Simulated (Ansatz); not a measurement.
# What pressure 10 GPa does to NbRu

Take NbRu (space group P4/mmm, No. 123; a = 3.021 Å, c = 3.392 Å) as the base.

Now apply this change: cell and atoms relaxed at a pressure of 10 GPa.

Calculations: PBEsol in Ansatz (plane waves to 420 eV, PAW, no spin-orbit coupling). k-mesh 15×15×14 (Γ-centred); smearing 0.05 eV (Fermi–Dirac).

- Volume per atom: 14.92 Å³ (base 15.47 Å³)
- Density: 10.79 g/cm³ (base 10.41 g/cm³)
- Lattice parameter a: 2.984 Å (base 3.021 Å)
- c/a ratio: 1.124 (base 1.123)
- Shortest interatomic distance: 2.695 Å (base 2.727 Å)
- Enthalpy H = E + PV relative to the base's energy: +0.95 eV/atom
- Band gap: zero (base zero)

Final structure:

```yaml
crystal:
  lattice:
    - [2.98353, 0.00000, 0.00000]
    - [0.00000, 2.98353, 0.00000]
    - [0.00000, 0.00000, 3.35257]
  atoms:
    - { symbol: Nb, position: [0.00000, 0.00000, 0.00000] }
    - { symbol: Ru, position: [0.50000, 0.50000, 0.50000] }
```

Load acts through the strain it causes; cell and atoms are relaxed under it. Stability against distortions was not tested. No other phases were tried under pressure. The final runs are not spin-polarised. An odd electron count without spin: NbRu.

Ansatz is an electronic-structure program.
